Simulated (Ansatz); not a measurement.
Take TlBr in the CsCl type structure (space group Pm-3m, No. 221; a = 3.915 Å) as the base.

The values are results of Ansatz (an electronic-structure program) PBEsol, scalar-relativistic without spin-orbit coupling, not measurements.

Base values:

| Quantity | Value |
|---|---|
| Pressure | 0.00 GPa |
| Hole mass | 0.20 mₑ along k, 0.43 mₑ across (at X) |
| Electron mass | 0.14 mₑ along k, 0.20 mₑ across (at X) |

The change: every lattice vector is shortened by 1.00 %, atoms relaxed at fixed cell.

Question: How does this affect the pressure?

Answer: The pressure goes from zero to 0.87 GPa.

Question: Estimate the effect on the hole mass.

Answer: The hole mass changes from 0.20 mₑ along k, 0.43 mₑ across (at X) to 0.18 mₑ along k, 0.41 mₑ across (at X).

Question: Estimate the effect on the electron mass.

Answer: The electron mass becomes 0.13 mₑ along k, 0.20 mₑ across (at X) (base: 0.14 mₑ along k, 0.20 mₑ across (at X)).

Question: How does this affect the mean gap deformation potential ΔEg/Δln V?

Answer: The mean gap deformation potential ΔEg/Δln V is +3.0 eV.

Spin-orbit coupling, missing from the scalar runs, can matter with Tl. The cells carry an imposed strain or load. Effective masses come from finite differences of ±0.01 Å⁻¹. Along k means along the line from Γ to the band edge. No phonon test of stability was made.
